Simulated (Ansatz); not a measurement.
Defect migration in silicon with all lengths changed by +1 %: interstitial P, charge state +1. Computed with PBE, PAW (plane waves to 420 eV; Ansatz, a program for electronic structure).

Cell of 64 host sites held at the strained lattice (strain from the relaxed PBE one, atoms relaxed); a 2×2×2 k-point mesh shifted by half a step; Fermi-Dirac width 0.01 eV, spin-restricted; finite-size errors left in. Energies are static. The charge state is imposed; whether it is stable for some Fermi level was not computed. Sites that were not tried may lie lower.

The step: one P atom jumps by itself; the atom moves 1.95 Å along (-0.25, 0.00, -0.25) of the unit cell; the moving atom starts with neighbours 6 Si at 2.40 Å and ends with 6 Si at 2.40 Å. On the band's own sampling the forward barrier is 0.65 eV. Harmonic modes of the moving P atom alone, all others held, come from finite differences of 0.015 Å. The saddle point's order was not checked, and it lies on a symmetry element of the cell, where a band can be held.

Q: Give the atom's modes at both geometries.

A: start 5.8, 7.6, 7.7 THz; saddle point 5.5i, 10.2 and 10.7 THz.

Q: What attempt frequency and zero-point change of the barrier follow from these modes alone, and what classical rate at 500 K?

A: ν = (5.8 × 7.6 × 7.7) / (10.2 × 10.7) ≈ 3.1 THz. The zero-point energy changes the barrier by h/2 × (20.9 − 21.2) THz = -0.001 eV. The classical rate is ν exp(−0.65/0.0431) ≈ 900000 s⁻¹. One atom's modes give a rough prefactor, not that of the whole cell.
